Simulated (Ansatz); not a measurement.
Take BeS in the wurtzite structure (space group P6_3mc, No. 186; a = 3.412 Å, c = 5.625 Å; a hypothetical phase, not in the database extracts checked) as the base.

Levels (all Ansatz, a program for electronic structure, PAW): PBEsol (420 eV, no SOC); HSE06 (420 eV, no spin-orbit coupling).

The geometry is relaxed with PBEsol.

```
Quantity          Result
---------------  -------
PBEsol band gap  3.44 eV
```

How does going to HSE06 change the band gap?

The band gap grows by 1.14 eV, from 3.44 eV to 4.58 eV.

Single points use the geometry relaxed with PBEsol. The hybrid gap comes from the SCF mesh plus the semilocal run's edge points and a few special points and is an upper bound. No phonon test of stability was made.
